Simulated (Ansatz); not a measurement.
Consider MgB$_{2}$ (space group P6/mmm, No. 191; relaxed with 0.1 eV smearing).

```xyz
3
Lattice="3.0753 0.0000 0.0000 -1.5377 2.6633 0.0000 0.0000 0.0000 3.5248" Properties=species:S:1:pos:R:3 pbc="T T T"
Mg     0.0000     0.0000     0.0000
B      0.0000     1.7755     1.7624
B      1.5377     0.8878     1.7624
```

Cartesian axes are those of the cell as printed.

Calculations: PBE, PAW, 420 eV (Ansatz, a quantum-chemistry and plane-wave program; without spin-orbit coupling).

For the base:

| Quantity | Result |
|---|---|
| Volume per atom | 9.62 Å³ |

It is then changed as follows: uniaxial stress, 5 GPa compression along z; all other stress components relax to zero.

How does this affect the mean lateral Poisson ratio, energy relative to the base, volume per atom and secant Young's modulus along z?

The mean lateral Poisson ratio is 0.08; the energy increases by 2.8 meV/atom; the volume per atom shrinks by 0.15 Å³ to 9.47 Å³; the secant Young's modulus along z is 260 GPa.

Load acts through the strain it causes; cell and atoms are relaxed under it. Stability under load was not tested beyond the relaxation. The final runs are not spin-polarised.
